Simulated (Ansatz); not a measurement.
Base system: ZnCu in the CsCl type structure (space group Pm-3m, No. 221; relaxed with 0.1 eV smearing).

Space group Pm-3m (No. 221); a = 2.9642 Å, b = 2.9642 Å, c = 2.9642 Å, α = 90.00°, β = 90.00°, γ = 90.00°

| atom | site | symmetry | x | y | z |
|---|---|---|---|---|---|
| Zn | 1b | m-3m | 0.5000 | 0.5000 | 0.5000 |
| Cu | 1a | m-3m | 0.0000 | 0.0000 | 0.0000 |

The values are results of PBE (Ansatz, a first-principles code, PAW, scalar-relativistic without spin-orbit coupling), not measurements.

Base values:

The pressure is 0.0 GPa.

Modification: the cell is scaled by 1.0200 in all directions; the atoms relax in the strained cell.

What happens to the pressure and energy relative to the base?

The pressure goes from zero to -5.9 GPa; the energy grows by 15 meV/atom.

Stability against distortions was not tested. All final runs are without spin polarisation.
